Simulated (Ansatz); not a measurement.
Consider HgSe in the zinc blende structure (space group F-43m, No. 216; a = 6.133 Å).

Perturbation: every Hg is replaced by Cd, then cell and atoms are relaxed.

Levels (all Ansatz, a first-principles code, PAW): PBEsol (420 eV, no spin-orbit coupling); HSE06+SOC (420 eV, noncollinear with spin-orbit coupling).

The geometry is relaxed with PBEsol.

* **PBEsol valence-band top at Γ**: 0.00, 0.00, 0.00 eV
* **PBEsol lowest conduction level above the VBM at special points**: Γ 0.48 eV; L 2.29 eV; X 3.01 eV

Task: What does HSE06+SOC give at this geometry for the valence-band top at Γ and lowest conduction level above the VBM at special points?

Result: The valence-band top at Γ (three highest Kramers pairs, from the VBM) goes from 0.00, 0.00, 0.00 eV to 0.00, 0.00, -0.41 eV; the lowest conduction level above the VBM at special points goes from Γ 0.48 eV; L 2.29 eV; X 3.01 eV to Γ 1.41 eV; L 3.24 eV; X 3.81 eV. The threefold valence maximum splits by Δso ≈ 0.41 eV.

Single points use the geometry relaxed with PBEsol. Differences between runs with and without spin-orbit coupling are approximate. The levels and masses belong to the bands next to the band gap. Whether these cells are dynamically stable was not tested. The runs without spin-orbit coupling are not spin-polarised.
